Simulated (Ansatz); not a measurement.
S on the 1x1 (110) surface of bcc Mo, one in a 2x2 cell, energies for each (28.3 Å²). Energies are against ⅛ S8(g), without zero-point or thermal terms; each row is named by its start.

These are PBE (plane waves to 420 eV, PAW; Ansatz, a program for electronic structure) values and carry that method's errors.

Slab: 17 atoms, 6.5 Å thick at the start under the adsorbate (thin: gaps and levels are the slab's own); k 6x6x1, smearing 0.1 eV, dipole-corrected; 8 atoms held, the rest relaxed; each run with such symmetry as its start has; spin where the adsorbate may keep a moment, no spin-orbit, no U, no dispersion correction.

A negative adsorption energy means that the adsorbate is more stable on the surface than in its reference. Starts that drift may end in the same place. Heights count from the host atoms within 0.3 Å of the top one.

```json
[
 {"starting site": "top Mo", "E_ads (eV)": "…", "height (Å)": "2.31", "nearest host atom (Å)": "Mo 2.16", "bonded to": "Mo", "Δ work function (eV)": "0.62", "lateral drift (Å)": "0.0", "moment (μB)": "0.0"},
 {"starting site": "hollow Mo-Mo-Mo", "E_ads (eV)": "-3.19", "height (Å)": "1.68", "nearest host atom (Å)": "Mo 2.38", "bonded to": "4 Mo", "Δ work function (eV)": "0.20", "lateral drift (Å)": "0.5", "moment (μB)": "–"},
 {"starting site": "bridge Mo-Mo (span 2.7 Å)", "E_ads (eV)": "-2.50", "height (Å)": "1.90", "nearest host atom (Å)": "Mo 2.35", "bonded to": "2 Mo", "Δ work function (eV)": "0.48", "lateral drift (Å)": "0.0", "moment (μB)": "–"},
 {"starting site": "bridge Mo-Mo (span 3.2 Å)", "E_ads (eV)": "-3.19", "height (Å)": "1.68", "nearest host atom (Å)": "Mo 2.38", "bonded to": "4 Mo", "Δ work function (eV)": "0.20", "lateral drift (Å)": "0.0", "moment (μB)": "–"}
]
```

**Question.** What belongs in the gaps?

**Answer.** 
- top Mo, E_ads (eV): -1.55
